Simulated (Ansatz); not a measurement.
## ZnO: response to strain

Start from ZnO in the wurtzite structure (space group P6_3mc, No. 186; a = 3.230 Å, c = 5.215 Å). Axes: x lies along a and z along c of the hexagonal cell.

Strains are applied to the cell and any free atomic positions relax; under biaxial strain the out-of-plane vector relaxes too; under stress the whole cell relaxes.

Level of theory: DFT with PBEsol, PAW potentials and a 420 eV plane-wave cutoff in Ansatz (a program for electronic structure), no SOC.

Notes on the quantities. pressure: mean of the normal stresses, compression positive.

```json
[
 {"change": "base", "electron mass": "0.13 mₑ (at Γ)", "band gap": "0.70 eV", "pressure": "0.1 kbar", "volume per atom": "11.78 Å³"},
 {"change": "biaxial strain −0.35 %, plane normal [001], relaxed out of plane", "electron mass": "0.13 mₑ (at Γ)", "band gap": "0.70 eV", "pressure": "5.1 kbar", "volume per atom": "11.74 Å³"},
 {"change": "biaxial strain +4.44 %, plane normal [001], relaxed out of plane", "electron mass": "0.14 mₑ out of plane, 0.12 mₑ in plane (at Γ)", "band gap": "0.73 eV", "pressure": "-55.9 kbar", "volume per atom": "12.21 Å³"},
 {"change": "isotropic strain +4.72 %", "electron mass": "0.098 mₑ (at Γ)", "band gap": "0.51 eV", "pressure": "-147.5 kbar", "volume per atom": "13.52 Å³"},
 {"change": "uniaxial strain ε_yy = +2.12 %", "electron mass": "0.12 mₑ along x, 0.13 mₑ along y, 0.13 mₑ along z (at Γ)", "band gap": "0.66 eV", "pressure": "-29.4 kbar", "volume per atom": "12.03 Å³"},
 {"change": "uniaxial stress, 8 GPa compression along x", "electron mass": "0.12 mₑ along x, 0.14 mₑ along y, 0.13 mₑ along z (at Γ)", "band gap": "0.56 eV", "pressure": "–", "volume per atom": "11.51 Å³"}
]
```

Effective masses come from finite differences of ±0.01 Å⁻¹. Stability under load was not tested beyond the relaxation.
